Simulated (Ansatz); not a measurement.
Band structure of CaSnF4 (P4/mmm, 6 atoms in the cell).

```
CaSnF4
1.0
    4.00455     0.00000     0.00000
    0.00000     4.00455     0.00000
    0.00000     0.00000     5.78047
Ca Sn F
1 1 4
Direct
  0.00000   0.00000   0.50000
  0.50000   0.50000   0.00000
  0.50000   0.00000   0.26574
  0.50000   0.00000   0.73426
  0.00000   0.50000   0.26574
  0.00000   0.50000   0.73426
```

Level of theory: LDA (PW92), PAW files made with PBE (plane waves; Ansatz, an electronic-structure program).

Settings: basis.ecutwfc = 420 eV; kpoints.mp_grid.grid = 8 8 5; hamiltonian.xc = lda; hamiltonian.pseudopotentials = {kind: paw} (the program's default PAW files); scf.occupations.method = fermi_dirac; scf.occupations.width = 0.01 eV; kpoints.band_path.npoints = 8.

The starting cell comes from a database of computed structures (which also holds hypothetical and non-ambient phases and stackings), without a prior relaxation at this level.

**Question.** Predict the gap along the standard path and the places of the band edges.

**Answer.** The gap along the path is 3.38 eV, from R to Z; the smallest direct gap on it is 3.84 eV.

Levels in eV from the top of the valence band on the path, bands 23 to 30:
| point | 23 | 24 | 25 | 26 | 27 | 28 | 29 | 30 |
|---|---|---|---|---|---|---|---|---|
| Γ | -2.46 | -2.46 | -2.33 | -1.78 | 4.49 | 5.88 | 6.05 | 6.05 |
| X | -3.04 | -2.62 | -2.43 | -0.26 | 3.57 | 5.89 | 6.36 | 6.64 |
| M | -2.35 | -2.28 | -2.25 | -0.37 | 4.46 | 4.46 | 6.07 | 6.17 |
| Z | -2.64 | -2.45 | -2.45 | -0.69 | 3.38 | 6.08 | 6.08 | 6.41 |
| R | -3.16 | -3.05 | -3.01 | 0.00 | 4.15 | 5.45 | 6.51 | 6.75 |
| A | -2.35 | -2.32 | -2.25 | 0.00 | 4.61 | 4.61 | 6.04 | 6.94 |

Keys are those of Ansatz 0.2.
